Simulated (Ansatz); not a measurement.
# Ru, response to strain

The parent structure is Ru in the hcp (Mg type) structure (space group P6_3/mmc, No. 194; a = 2.676 Å, c = 4.224 Å; relaxed with 0.1 eV smearing). Axes: x lies along a and z along c of the hexagonal cell.

Strains are applied to the cell and any free atomic positions relax; under biaxial strain the out-of-plane vector relaxes too.

Method: LDA (Ansatz, a program for electronic structure; PAW; 420 eV plane waves; no spin-orbit coupling).

Notes on the quantities. pressure: mean of the normal stresses, compression positive.

```csv
change,pressure,out-of-plane strain
base,0.0 GPa,–
"biaxial strain −2.00 %, plane normal [001], relaxed out of plane",11.5 GPa,+1.10 %
"biaxial strain −1.50 %, plane normal [001], relaxed out of plane",8.3 GPa,+0.82 %
"biaxial strain −1.00 %, plane normal [001], relaxed out of plane",5.4 GPa,+0.55 %
"biaxial strain −0.50 %, plane normal [001], relaxed out of plane",2.6 GPa,+0.27 %
"biaxial strain +0.50 %, plane normal [001], relaxed out of plane",(withheld),-0.27 %
"biaxial strain +1.00 %, plane normal [001], relaxed out of plane",-4.8 GPa,-0.55 %
"biaxial strain +1.50 %, plane normal [001], relaxed out of plane",-6.9 GPa,-0.82 %
"biaxial strain +2.00 %, plane normal [001], relaxed out of plane",-8.9 GPa,-1.10 %
"biaxial strain +2.50 %, plane normal [001], relaxed out of plane",(withheld),-1.38 %
```

Problem. Some entries are withheld; estimate them.

Solution. 
- biaxial strain +0.50 %, plane normal [001], relaxed out of plane, pressure: -2.5 GPa
- biaxial strain +2.50 %, plane normal [001], relaxed out of plane, pressure: -10.8 GPa

Whether these cells are dynamically stable was not tested. The final runs are not spin-polarised.
